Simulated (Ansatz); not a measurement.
The starting structures come from a database of crystals and need not be the phases stable at ambient conditions.

 Where the default PAW files enter, the runs use the earlier of Ansatz's two default sets.

The decay constant κ of evanescent states in the gap governs leakage through a thin film.

Given:

```xyz
10
Lattice="5.1233 0.0000 0.0000 -2.2838 4.5861 0.0000 0.0000 0.0000 4.7614" Properties=species:S:1:pos:R:3 pbc="T T T"
Si     3.3841     0.1224     1.2889
Si    -0.5446     4.4638     3.6696
Si    -1.3990     3.0838     1.2889
Si     4.2385     1.5023     3.6696
N      3.1482     0.4386     2.9284
N     -0.3087     4.1475     0.5477
N     -1.0107     3.0136     2.9284
N      3.8503     1.5725     0.5477
O      2.2469     3.6289     1.0537
O      0.5927     0.9572     3.4344
```

Space group of this cell: Cmc2_1. The cell is strained (all lengths scaled by 0.98); by PBEsol its mean pressure is 17.4 GPa.

Transport runs along the normal of the first two printed cell vectors.

The gap is the functional's own, uncorrected, and κ follows it; spin-orbit coupling is left out. Mid-gap values are interpolated between the computed energies.

Problem. Estimate the band gap and the smallest decay constant κ at mid-gap that PBEsol (Ansatz, an electronic-structure program) returns for this system.

Solution. Gap 5.36 eV on a 8×8×6 mesh; κ = 0.407 1/Å, at the zone centre.
